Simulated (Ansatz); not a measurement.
Parameter sweep on K2MoO4 (C2/m, 14 atoms in the cell)

```
CELL_PARAMETERS angstrom
      6.17400    -3.04050     0.00000
      6.17400     3.04050     0.00000
     -3.27366     0.00000     6.79003
ATOMIC_POSITIONS crystal
  Mo 0.17558 0.17558 0.22671
  Mo 0.82442 0.82442 0.77329
  K  0.84530 0.84530 0.25500
  K  0.15470 0.15470 0.74500
  K  0.50940 0.50940 0.23520
  K  0.49060 0.49060 0.76480
  O  0.33330 0.33330 0.38240
  O  0.66670 0.66670 0.61760
  O  0.08780 0.08780 0.36180
  O  0.91220 0.91220 0.63820
  O  0.90960 0.37640 0.07850
  O  0.62360 0.09040 0.92150
  O  0.09040 0.62360 0.92150
  O  0.37640 0.90960 0.07850
```

Base run A: PBEsol, default PAW files made with PBE (Ansatz, a quantum-chemistry and plane-wave program), self-consistent single point.

Its settings: kpoints.mp_grid.grid = 3 3 3; hamiltonian.xc = pbesol; hamiltonian.pseudopotentials = {kind: paw} (the program's default PAW files); scf.occupations.method = cold; scf.occupations.width = 0.1 eV.

The starting cell comes from a database of published, mostly measured structures (it also holds non-ambient and calculated ones), without a prior relaxation at this level. In the base run, forces exceed 1 eV/Å. Ansatz's pressure includes its estimate of the finite-basis (Pulay) stress.

ΔF is the free energy per atom less that of run A. 

```csv
run,change,ΔF (meV/atom),pressure (GPa),largest force (eV/Å),gap on the mesh (eV),iterations
A,base,0.00,0.99,1.416,4.484,8
B,scf.mixing.preconditioner: default (the program chose Resta) → none,0.00,0.99,1.416,4.484,9
C,scf.mixing.preconditioner: default (the program chose Resta) → kerker,0.00,0.99,1.416,4.484,11
D,scf.mixing.preconditioner: default (the program chose Resta) → kerker_dos,0.00,0.99,1.416,4.484,9
E,scf.mixing.preconditioner: default (the program chose Resta) → resta; scf.mixing.eps_inf: default → 5,0.00,0.99,1.416,4.484,10
F,scf.mixing.preconditioner: default (the program chose Resta) → ldos,0.00,0.99,1.416,4.484,9
G,scf.mixing.preconditioner: default (the program chose Resta) → local_kerker,0.00,0.99,1.416,4.484,8
H,scf.mixing.preconditioner: default (the program chose Resta) → kerker; scf.mixing.q_tf: default → 0.2,0.00,0.99,1.416,4.484,9
I,scf.mixing.preconditioner: default (the program chose Resta) → kerker; scf.mixing.q_tf: default → 0.5,0.00,0.99,1.416,4.484,8
J,scf.mixing.preconditioner: default (the program chose Resta) → kerker; scf.mixing.q_tf: default → 1.5,0.00,0.99,1.416,4.484,10
```

Runs B, C, D, E, F, G, H, I, J ended on the same solution as A (within 1 meV/atom). The fewest iterations to that state were 8 (A, G, I); the most were 11.

Keys are those of Ansatz 0.2.
